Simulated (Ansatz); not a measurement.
# Hf, response to strain

Consider Hf in the hcp (Mg type) structure (space group P6_3/mmc, No. 194; a = 3.1591 Å, c = 4.9999 Å).

Strains are applied to the cell and any free atomic positions relax.

All numbers come from Kohn–Sham DFT with the PBEsol functional, run in Ansatz (an electronic-structure program) with PAW and 420 eV plane waves, spin-orbit coupling left out.

Notes on the quantities. pressure: mean of the normal stresses, compression positive.

```
isotropic strain (%)  pressure (GPa)
--------------------  --------------
-1.98                            7.5
0                                0.0
0.74                            -2.4
3.46                            -9.7
5.08                               ?
5.25                           -13.4
```

Task: Fit P = P₀ − Bδ + Cδ² with δ = (1 + ε)³ − 1 to the rows shown and predict the withheld row.

Result: Least squares on the printed values gives P₀ = 0.1 GPa, B = 114 GPa (at held cell shape), C = 201 GPa (largest residual 0.2 GPa); this predicts -13.1 GPa, and the run gives -13.1 GPa, in agreement.

Whether these cells are dynamically stable was not tested. All final runs are without spin polarisation.
